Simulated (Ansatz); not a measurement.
## A computed series for BAs: response to strain

The parent structure is BAs in the zinc blende structure (space group F-43m, No. 216).

```
CELL_PARAMETERS angstrom
      0.00000     2.39193     2.39193
      2.39193     0.00000     2.39193
      2.39193     2.39193     0.00000
ATOMIC_POSITIONS crystal
  B  0.00000 0.00000 0.00000
  As 0.25000 0.25000 0.25000
```

Cartesian axes are those of the cell as printed.

Strains are applied to the cell and any free atomic positions relax; under biaxial strain the out-of-plane vector relaxes too.

Computed with Kohn–Sham DFT with the r2SCAN functional, run in Ansatz (a first-principles code) with PAW and 500 eV plane waves, without spin-orbit coupling.

Notes on the quantities. energy relative to the base: free energy F.

| biaxial strain, plane normal [111], relaxed out of plane (%) | energy relative to the base (meV/atom) |
|---|---|
| 0 | 0.0 |
| 0.42 | 0.6 |
| 0.83 | 2.2 |
| 1.25 | 4.9 |
| 1.67 | 8.7 |
| 2.08 | ? |
| 2.5 | 19.0 |

Task: Fit ΔE = Aε² + Bε³ (ε in %) to the rows shown and predict the withheld row.

Result: Least squares on the printed values gives A = 3.26 and B = -0.089 meV/atom (largest residual 0.0 meV/atom); this predicts 13.3 meV/atom, and the run gives 13.3 meV/atom, in agreement.

Whether these cells are dynamically stable was not tested.
